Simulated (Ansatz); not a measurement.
Hf: response to strain

The reference is Hf in the hcp (Mg type) structure (space group P6_3/mmc, No. 194; a = 3.1982 Å, c = 5.0489 Å; relaxed with 0.1 eV smearing). Axes: x lies along a and z along c of the hexagonal cell.

Strains are applied to the cell and any free atomic positions relax; under biaxial strain the out-of-plane vector relaxes too.

Level of theory: r2SCAN (Ansatz, a first-principles code; PAW; 500 eV plane waves; scalar-relativistic without spin-orbit coupling), earlier PAW set.

```csv
"biaxial strain, plane normal [001], relaxed out of plane (%)",out-of-plane strain (%)
-4.54,3.18
-3.36,2.28
-0.65,?
-0.48,0.31
0,0.00
```

**Question.** Fit ε⊥ = −νε + γε² (strains in %) to the rows shown and predict the withheld row.

**Answer.** Least squares on the printed values gives ν = 0.62 (the biaxial Poisson response) and γ = 0.017 (largest residual 0.01 %); this predicts 0.41 %, and the run gives 0.42 %, in agreement.

Stability against distortions was not tested. The final runs are not spin-polarised.
